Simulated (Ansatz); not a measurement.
Here is the system:

End structure of a constructed model of the (111) surface of fcc Ir, a pseudomorphic layer of Al in the other hollow (bottom of the slab: a bare face, its two planes held):

```yaml
crystal:
  lattice:
    - [2.73720, 0.00000, 0.00000]
    - [-1.36860, 2.37048, 0.00000]
    - [0.00000, 0.00000, 29.50000]
  atoms:
    - { symbol: Ir, position: [0.33333, 0.66667, 0.27266] }
    - { symbol: Ir, position: [0.66667, 0.33333, 0.34842] }
    - { symbol: Ir, position: [0.00000, 0.00000, 0.42355] }
    - { symbol: Ir, position: [0.33333, 0.66667, 0.49949] }
    - { symbol: Ir, position: [0.66667, 0.33333, 0.57465] }
    - { symbol: Ir, position: [0.00000, 0.00000, 0.65207] }
    - { symbol: Al, position: [0.66667, 0.33333, 0.72363] }
```

Set-up: 7 atoms, 13.4 Å thick at the start with caps and adatoms (thin: gaps and levels are the slab's own); mesh 16x16x1; 0.1 eV smearing; dipole correction on; 2 atoms held, the rest relaxed; held to the start's symmetry, so lower structures may exist; no spin, no spin-orbit, no U. In PBE it is, or lies within 0.01 eV a 1x1 cell of, the lowest of the 2 structures of its composition computed so far; subsurface sites and larger cells were not tried.

**Question.** Give the work function of the top face at the level PBE in Ansatz (a first-principles code).

**Answer.** 4.45 eV
